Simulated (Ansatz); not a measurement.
The reference is BN in the wurtzite structure (space group P6_3mc, No. 186; a = 2.555 Å, c = 4.225 Å).

The values are results of Ansatz (a program for electronic structure), PBE, PAW, cutoff 420 eV, spin-orbit coupling left out, not measurements.

Carriers are added at fixed cell with a uniform background; the Fermi–Dirac width is that of 300 K.

One change was made to it. Results:

```csv
quantity,base,after
gap between the host's bands,5.23 eV,5.26 eV
Fermi level relative to the doped band's edge (positive inside the band; to 0.05 eV),–,+0.95 eV
gap character,"indirect, Γ → K","indirect, Γ → K"
```

Task: Name the change that was made.
A) holes 1.0×10^21 cm⁻³
B) electrons 1.0×10^21 cm⁻³
C) holes 1.0×10^22 cm⁻³

Result: C, holes 1.0×10^22 cm⁻³. For comparison, the Fermi level from band edge in the other runs: holes 1.0×10^21 cm⁻³ gives +0.25 eV; electrons 1.0×10^21 cm⁻³ gives +0.50 eV.

Carriers are added with a uniform compensating background; total energy and stress of such cells depend on the potential's zero and are not compared; many-body gap narrowing is missing at this level. Gaps are read on the SCF mesh and a high-symmetry path. Whether these cells are dynamically stable was not tested.
